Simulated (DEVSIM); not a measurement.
Device: Schottky contact on n-type Si, at 300 K.

Layer 1 from the left is Si, thickness (μm) 3.40, Nd (cm⁻³) 3.6e16, τn (s) 2.2e-6, τp (s) 2.2e-6. Layer 2 from the left is Si, thickness (μm) 32.0, Nd (cm⁻³) 1.7e18, τn (s) 2.2e-6, τp (s) 2.2e-6.

Left contact: Schottky, work function 4.92 eV, emission velocity 2.5e6 cm/s. Right contact: ohmic. Voltage is applied to the left contact. Recombination: SRH at mid-gap. Mobility is μmin + (μ − μmin)/(1 + (N/Nref)^α).

This is a model device: material constants are rounded textbook-type values typed into the input, and sizes, dopings and lifetimes were drawn at random. Values at 300 K.

Si: gap (eV) 1.124, affinity (eV) 4.05, permittivity 11.7, Nc (cm⁻³) 2.86e19, Nv (cm⁻³) 3.1e19, μn (cm²/Vs) 1417, μp (cm²/Vs) 470, μn,min 52, μp,min 45, Nref,n 9.7e16, Nref,p 2.2e17, αn 0.68, αp 0.72.

DEVSIM, 1D drift-diffusion, Boltzmann statistics, complete ionisation; no tunnelling, impact ionisation, image-force lowering or self-heating. Metal contacts follow the ideal Schottky-Mott rule: no Fermi-level pinning, no interface dipoles.

Dark forward current:

```csv
|V| (V),|J| (A/cm²)
0.05,1.602e-7
0.10,1.263e-6
0.15,8.865e-6
0.20,6.133e-5
0.25,0.0004234
0.30,0.002921
0.35,0.02014
0.40,0.1386
0.45,0.9499
0.50,6.362
0.55,37.83
0.60,154.3
0.65,383.9
0.70,689.6
0.75,1040
0.80,1425
0.85,1849
0.90,2323
```

**Question.** Work out the local ideality factor n = ΔV / (kT/q · ln(J2/J1)) between the rows 0.15 and 0.20 V, 0.85 and 0.90 V.

**Answer.** kT/q = 25.85 mV. From 0.15 to 0.20 V: ln(6.133e-5/8.865e-6) = 1.934, n = 1.00, near the 1 of diffusion or emission over a barrier. From 0.85 to 0.90 V: ln(2323/1849) = 0.228, n = 8.48.

**Question.** Estimate the current at 0.30 V for emission alone, J0 = q v N_band exp(−φB/kT), and read the barrier back from the simulated current.

**Answer.** φB = 0.870 eV, N_band = 2.86e19 cm⁻³, J0 = 2.77e-8 A/cm²; J = J0 (exp(qV/kT) − 1) = 0.00304 A/cm². The simulation gives 0.00292 A/cm²; the estimate lies 4.0 % above. Read backwards, the simulated current gives an apparent barrier of 0.871 eV. The estimate leaves out transport through the depletion region and minority injection.
